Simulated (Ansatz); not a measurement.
The starting structures come from a database of crystals and need not be the phases stable at ambient conditions.

**Evanescent states of Rb₂H₆Pt (Fm-3m, not sure to be the ambient phase, 9 atoms a cell, 17.2 Å³ an atom) along the normal of (001)**

These are r2SCAN (plane waves, PAW; Ansatz, an electronic-structure program) values and carry that method's errors.

No gap correction and no spin-orbit coupling; mid-gap values are interpolated between computed energies.

Energies count from the valence-band top; κ is the least over a 6×6 mesh across the current.

```tsv
E (eV)	κ (1/Å)	where
0.10	0.204	off Γ
0.32	0.326	off Γ
0.53	0.399	off Γ
0.73	0.442	Γ
0.94	0.455	Γ
1.16	0.464	Γ
1.36	0.469	Γ
1.57	0.471	Γ
1.78	0.470	Γ
2.00	0.467	Γ
2.21	0.463	Γ
2.42	0.456	Γ
2.62	0.441	Γ
2.83	0.420	Γ
3.04	0.395	Γ
3.25	0.368	Γ
3.46	0.337	Γ
3.67	0.301	Γ
3.88	0.258	Γ
4.09	0.203	Γ
4.30	0.119	Γ
```

Problem. How thick must the barrier be to attenuate the transmission by 10^6 when the electrodes' Fermi level lies at 0.53 eV, and what attenuation does that film give at 1.16 eV?

Solution. d = 6 ln 10 / (2 × 0.399) = 17.3 Å. At 1.16 eV it gives 6 × 0.464/0.399 = 7.0 decades.
